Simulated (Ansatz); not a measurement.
Consider CaTiO₃ in the cubic perovskite structure (space group Pm-3m, No. 221; a = 3.841 Å; a model cell). Axes: x, y, z lie along the cube axes.

All numbers come from PBEsol (Ansatz, a first-principles code), spin-orbit coupling left out.

Strains are applied to the cell and any free atomic positions relax; under biaxial strain the out-of-plane vector relaxes too.

One change was made to it. Results:

| quantity | base | after |
|---|---|---|
| smallest direct gap | 2.33 eV | 1.90 eV |
| energy relative to the base (free energy F) | 0 meV/atom | +22 meV/atom |
| pressure (mean of the normal stresses, compression positive) | 0.00 GPa | 0.38 GPa |

Q: Which change produced these results?
(A) tensor shear ε_xy = −2.28 %
(B) biaxial strain +0.93 %, plane normal [001], relaxed out of plane
(C) tensor shear ε_yz = +3.94 %

A: C, tensor shear ε_yz = +3.94 %. For comparison, the energy relative to the base in the other runs: tensor shear ε_xy = −2.28 % gives +7.2 meV/atom; biaxial strain +0.93 %, plane normal [001], relaxed out of plane gives +2.4 meV/atom.

Whether these cells are dynamically stable was not tested. The final runs are not spin-polarised. Many cubic perovskites are stable only at high temperature; tilts and polar distortions were not tested.
